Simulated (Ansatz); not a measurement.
# Hypothetical zinc blende LiF: biaxial strain −1.62 %, plane normal [001], relaxed out of plane

Consider LiF in the zinc blende structure (space group F-43m, No. 216; a = 4.290 Å; a hypothetical phase, not in the database extracts checked). Axes: x, y, z lie along the cube axes.

Modification: biaxial strain −1.62 %, plane normal [001], relaxed out of plane (Cartesian); in-plane vectors clamped, the third vector and the atoms free.

The values are results of Ansatz (an electronic-structure program), r2SCAN, PAW, cutoff 500 eV, no SOC, not measurements. k-mesh 13×13×13 (Γ-centred); smearing 0.05 eV (Fermi–Dirac).

| quantity | base | changed | shift |
|---|---|---|---|
| volume per atom | 9.87 Å³ | 9.77 Å³ | -0.10 Å³ |
| shortest interatomic distance | 1.858 Å | 1.852 Å | -0.006 Å |
| energy relative to the base (free energy F) | 0 meV/atom | +0.8 meV/atom | +0.8 meV/atom |
| pressure (mean of the normal stresses, compression positive) | 0.00 GPa | 0.57 GPa | +0.57 GPa |
| band gap | 8.66 eV | 8.69 eV | +0.03 eV |
| gap character | direct at Γ | direct at Γ | – |
| electron mass | 0.82 mₑ (at Γ) | 0.82 mₑ (at Γ) | – |
| valence-band top at Γ (three highest levels, from the VBM) | 0.00, 0.00, 0.00 eV | 0.00, 0.00, -0.07 eV | – |
| out-of-plane strain | – | +2.27 % | – |
| ratio −ε⊥/ε∥ | – | 1.40 | – |
| mean in-plane stress (compression positive) | – | +0.9 GPa | – |

Final structure (turned so that z lies along the plane normal):

```
LiF
1.0
    2.98454     0.00000     0.00000
    0.00000     2.98454     0.00000
    1.49227    -1.49227     2.19392
F Li
1 1
Direct
  0.25000   0.25000   0.50000
  0.00000   0.00000   0.00000
```

Masses are band curvatures over ±0.01 Å⁻¹ around the edge. Whether these cells are dynamically stable was not tested. Labels are those of the standard path for the cell's own space group.
